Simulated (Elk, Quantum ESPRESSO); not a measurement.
A Quantum ESPRESSO input for a self-consistent single point of MgBr₂ (P-3m1, 3 atoms in the cell) (DFT, LDA (PZ), plane waves, GBRV 1.5 ultrasoft (LDA) pseudopotentials):

```fortran
&control
   calculation = 'scf'
   prefix = 'pwscf'
   outdir = './tmp'
   pseudo_dir = './'
   tprnfor = .true.
   tstress = .true.
/
&system
   ibrav = 0
   nat = 3
   ntyp = 2
   ecutwfc = 40
   ecutrho = 200
   occupations = 'fixed'
   nbnd = 18
/
&electrons
   conv_thr = 1.0d-10
   mixing_beta = 0.7
/
ATOMIC_SPECIES
Mg    24.3050  mg_lda_v1.4.uspp.F.UPF
Br    79.9040  br_lda_v1.4.uspp.F.UPF
CELL_PARAMETERS bohr
   7.10805131     0.00000000     0.00000000
  -3.55402565     6.15575300     0.00000000
   0.00000000     0.00000000    11.79663801
ATOMIC_POSITIONS alat
Mg    0.00000000    0.00000000    0.00000000
Br    0.00000000    0.57735027    0.38748722
Br    0.50000000    0.28867514    1.27212911
K_POINTS automatic
10 10 6  0 0 0
```

Q: Give the Elk input for the same structure, mesh, smearing and functional.

A: One input that does it (others would too):

```
tasks
  0

stype
  0

swidth
  0.0001

maxscl
  100

scale
  1.889726125

avec
    3.7614187643   -0.0000001953    0.0000000000
   -1.8807092130    3.2574843018    0.0000000000
    0.0000000000    0.0000000000    6.2425120000

sppath
  './'

atoms
  2
  'Mg.in'
  1
  0.0000000000  0.0000000000  0.0000000000    0.0 0.0 0.0
  'Br.in'
  2
  0.3333333333  0.6666666667  0.2334800000    0.0 0.0 0.0
  0.6666666667  0.3333333333  0.7665200000    0.0 0.0 0.0

ngridk
  10 10 6
```

Basis settings and potentials, where a program has them, do not carry over. This input uses DFT, LDA (PW92), all-electron FP-LAPW, Elk's shipped species files, default APW+lo basis. LDA parametrisations can differ slightly between programs.

The starting cell comes from a database of computed structures (which also holds hypothetical and non-ambient phases and stackings), without a prior relaxation at this level. Its lattice was rescaled by a random factor within 2.5 % of one.
